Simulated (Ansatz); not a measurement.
Adsorption energy and surface dipole of Br on the (100) surface of germanium (p(2x2) alternately buckled dimers; a constructed slab, bottom: dihydride, held), one in a cell of 66 Å², started at the site 'bridge Ge-Ge (span 4.1 Å)', worked from the runs' numbers; total energies count from the potentials' own zero.

These are PBE (plane waves to 420 eV, PAW; Ansatz, a first-principles code) values and carry that method's errors.

Model: 41-atom slab, 11.3 Å thick at the start with caps and adatoms under the adsorbate (thin: gaps and levels are the slab's own), 3x3x1 mesh, Fermi-Dirac 0.01 eV, dipole correction, 24 atoms held, the rest relaxed; no symmetry held; spin-polarised, ending with about 0.9 μB a cell, a value that depends on the mesh; orders that need a larger cell were not tried, no spin-orbit, no U, no dispersion correction. Its gap by band count is narrow, 0.04 eV on this mesh, and the smearing reaches across it. At the end it is bonded to Ge. In PBE this state lies 0.03 eV over the lowest of the starts that converged ('hollow Ge-Ge-Ge-Ge over Ge at depth 3.2 Å').

```csv
quantity,value
slab with the adsorbate,-140344.898 eV
"clean slab, same cell and mesh",-137560.350 eV
"reference, ½ Br2(g)",-2783.051 eV
area of the cell,66.36 Å²
change of the step from the bottom to the top vacuum level,0.795 eV
```

Question: What is the adsorption energy against this reference?

Answer: E(slab + adsorbate) − E(slab) − E(reference) = -1.50 eV, so in this state the adsorbate is more stable than in the reference, at a coverage of 1.51 a nm².

Question: What dipole does adsorption add to the slab along the outward normal (Helmholtz relation, ε₀ = 0.005526 e/(V·Å))?

Answer: p = −ε₀·A·ΔV = -0.291 e·Å = -1.40 D; its negative end points to the vacuum, which raises the vacuum level.
